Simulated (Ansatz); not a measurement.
Input and output of a zone-centre phonon calculation for LaOF (P4/nmm, 6 atoms in the cell) (Ansatz, a quantum-chemistry and plane-wave program).

Method of the run: LDA (PW92), default PAW files made with PBE (plane waves; Ansatz).

```xyz
6
Lattice="4.0896 0.0000 0.0000 0.0000 4.0896 0.0000 0.0000 0.0000 5.8430" Properties=species:S:1:pos:R:3 pbc="T T T"
La     2.0448     0.0000     4.1819
La     0.0000     2.0448     1.6611
O      0.0000     0.0000     2.9215
O      2.0448     2.0448     2.9215
F      2.0448     2.0448     0.0000
F      0.0000     0.0000     0.0000
```

Reference input (self-consistent single point, DFT, LDA (PW92), plane waves, default PAW files made with PBE): basis.ecutwfc = 420 eV; kpoints.mp_grid.grid = 6 6 4; hamiltonian.xc = lda; hamiltonian.pseudopotentials = {kind: paw} (the program's default PAW files); scf.occupations.method = fermi_dirac; scf.occupations.width = 0.05 eV. This run's input differs from it in these lines:

Ansatz 0.2 input:
```diff
@@ -14,3 +14,3 @@
 basis:
-  ecutwfc: 420.0
+  ecutwfc: 295.0
 kpoints:
@@ -24,8 +24,7 @@
   occupations:
-    method: fermi_dirac
-    width: 0.05
-output:
-  forces: true
-  eigenvalues: true
-  stress: true
+    method: fixed
+phonons:
+  method: dfpt
+  dielectric: true
+  rigid_motions: translations
```

Log, with long lists cut:

```
SCF iter   1: F=—  HF=-14860.324646 eV  |F-HF|=—  |Δ(HF+E_count)|=         —  Δρ=3.91e-2  dr2=7.56e-1  ethr=1.77e-3  ⟨swp⟩=5.5  Hψ=6628  notcnv=0  defer=152
all-band conjugate gradients solve this SCF's bands
preconditioner: auto → Resta (q_TF=auto, 2.423 Å⁻¹)
SCF iter   2: F=—  HF=-14860.133276 eV  |F-HF|=—  |Δ(HF+E_count)|=   1.91e-1  Δρ=1.09e-2  dr2=8.17e-2  ethr=1.57e-3  ⟨swp⟩=3.2  Hψ=3673  notcnv=0  defer=178
   [... lines left out ...]
SCF iter   7: F=—  HF=-14860.118000 eV  |F-HF|=—  |Δ(HF+E_count)|=   3.85e-6  Δρ=1.60e-5  dr2=4.20e-7  ethr=2.18e-8  ⟨swp⟩=2.0  Hψ=2506  notcnv=0  defer=116
SCF iter   8: F=—  HF=-14860.118001 eV  |F-HF|=—  |Δ(HF+E_count)|=   9.42e-7  Δρ=3.81e-6  dr2=1.68e-8  ethr=8.76e-10  ⟨swp⟩=2.1  Hψ=2296  notcnv=0  defer=104
SCF iter   9: F=—  HF=-14860.118001 eV  |F-HF|=—  |Δ(HF+E_count)|=   1.62e-8  Δρ=5.16e-7  dr2=2.48e-10  ethr=3.51e-11  ⟨swp⟩=2.2  Hψ=2824  notcnv=0  defer=104
SCF iter  10: F=-14860.118001 eV  HF=-14860.118001 eV  |F-HF|=0.00e0  |Δ(HF+E_count)|=  2.69e-10  Δρ=7.42e-8  dr2=5.54e-12  ethr=1.00e-12  ⟨swp⟩=15.5  Hψ=10578  notcnv=0
SCF 1 converged in 10 iterations: F = -14860.118001 eV  dr2 = 5.54e-12
DFPT response loops at Γ: preconditioner auto → none (the input reference at scf.mixing.eps_inf says where Resta's filter doesn't serve); β = 0.50 …
Free energy (F): -14860.118001 eV
Internal energy: -14860.118001 eV  (E = F + TS)
E sigma→0 (E₀):  -14860.118001 eV
Fermi energy:    7.562883 eV
--- Phonons (Γ-DFPT): 6 representative perturbations + reference, on 56 of 144 k-points (Σ response iterations 22) ---
  k mesh reduced under 2 symmetry operations, with k and −k counted as one. Each operation leaves every solved perturbation unchanged …
  ASR residual: 3.391e-5 → 0.000e0 eV/Å²; symmetrization residual: 3.192e-6 eV/Å²
   [... lines left out ...]
  k-mesh period / interband length: 23.4 Å / 1.08 Å = 21.73 at k = (0.0000, 0.0000, 0.0000), direct gap 4.935 eV — 14 or more, which is no proof of convergence
   [... lines left out ...]
        117.65      2             0.0000
        148.50      1             4.8713
        153.58      1             0.0000
   [... 9 lines left out ...]
  optical modes at Γ + LO–TO along q̂ = [0.0000, 0.0000, 1.0000]:
      ω (cm⁻¹)  modes    IR ((D/Å)²/amu)
        117.65      2             0.0000
        148.50      2             9.7426
        153.58      1             0.0000
   [... 7 lines left out ...]
```

The run converged in 10 iterations. 

Summary of the result:
- Free energy E − TS (on the zero of these files): -14860.1180 eV
- Top of the valence band (on the code's own zero): 7.56 eV
- Gap on the k-point mesh: 4.45 eV
- Zone-centre frequencies (cm⁻¹; negative means imaginary): 0, 0, 0, 118, 118, 148, 148, 154, 204, 212, 212, 215, 268, 268, 315, 391, 391, 457
- ε∞ at this k-point mesh, which may be far from converged in small-gap cells (xx, yy, zz): 3.77, 3.77, 3.32
- Born charges at this mesh (mean of the diagonal, e): La 3.93, La 3.93, O -2.47, O -2.47, F -1.46, F -1.46

The starting cell comes from a database of computed structures (which also holds hypothetical and non-ambient phases and stackings), without a prior relaxation at this level. Its lattice was rescaled by up to half a per cent. The cutoff lies below the one recommended for these files. The frequencies listed for the zone centre hold no LO-TO term.

Cost on one core of a shared machine: roughly 2 min.
